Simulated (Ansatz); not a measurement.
The starting structures come from a database of crystals and need not be the phases stable at ambient conditions.

Inside the gap of an insulator the Bloch states are evanescent, with a wavenumber k + iκ along the transport direction.

Input:

```
Ga2HgTe4
1.0
    6.20322     0.00000     0.00000
    0.00000     6.20322     0.00000
    3.10161    -3.10161     5.95895
Ga Hg Te
2 1 4
Direct
  0.50000   0.50000   0.00000
  0.75000   0.75000   0.50000
  0.00000   0.00000   0.00000
  0.39206   0.13692   0.72438
  0.13692   0.88356   0.27562
  0.88356   0.58746   0.72438
  0.58746   0.39206   0.27562
```

Space group of this cell: I-4. The cell is taken as given.

Transport runs along the normal of the first two printed cell vectors, the (001) plane of the conventional cell.

No gap correction and no spin-orbit coupling; mid-gap values are interpolated between computed energies.

Q: Predict the band gap and the smallest decay constant κ at mid-gap from r2SCAN in Ansatz (an electronic-structure program).

A: Gap 1.11 eV on a 6×6×6 mesh; κ = 0.116 1/Å, at the zone centre.
